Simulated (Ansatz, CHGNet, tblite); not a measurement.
**Elastic constant C11 of cubic perovskite KZnF3: levels of theory against measurement**

Reference value: 134 ± 1 GPa (measured, temperature not stated, not corrected to a static lattice; as tabulated in Vaitheeswaran et al. (2016), arXiv:1609.00541).

```tsv
level (code)	value (GPa)	cell (Å³/atom)	difference (%)
GFN2-xTB (tblite)	33.9	16.73	-75
CHGNet 0.3.0 (CHGNet)	112	14.12	-16.4
LDA (Ansatz)	164	12.54	+22
PBE (Ansatz)	115	14.06	-14.2
r²SCAN (Ansatz)	145	13.25	+8.2
```

The reference's temperature isn't stated, so close values are not ranked against it. Off by more than 25 % (a bound picked here): GFN2-xTB (-75 %).

The reference has no zero-point or thermal correction, while the calculations are for a static lattice, so the differences are not the levels' errors alone. A static lattice is as a rule stiffer than a warm one, by over a tenth in soft solids.  GFN2-xTB: the relaxed volume lies over a fifth from the starting cell. GFN2-xTB: the method was fitted mainly to molecules. GFN2-xTB: the run uses a supercell at the zone centre in place of a k mesh. GFN2-xTB, CHGNet 0.3.0, LDA, PBE, r²SCAN: the relaxation could not lower the start's symmetry, so the cell can be a saddle point above a distorted one. Each level is taken at its own relaxed cell. Cutoffs differ between the levels. Ansatz's density-functional and Hartree–Fock values are scalar-relativistic unless marked +SOC, with PAW data made under PBE.

Machine-learned potentials (CHGNet 0.3.0) are trained on DFT data, which may include these solids.

Differences are worked out from the printed values.

Ansatz is a quantum-chemistry and plane-wave program.
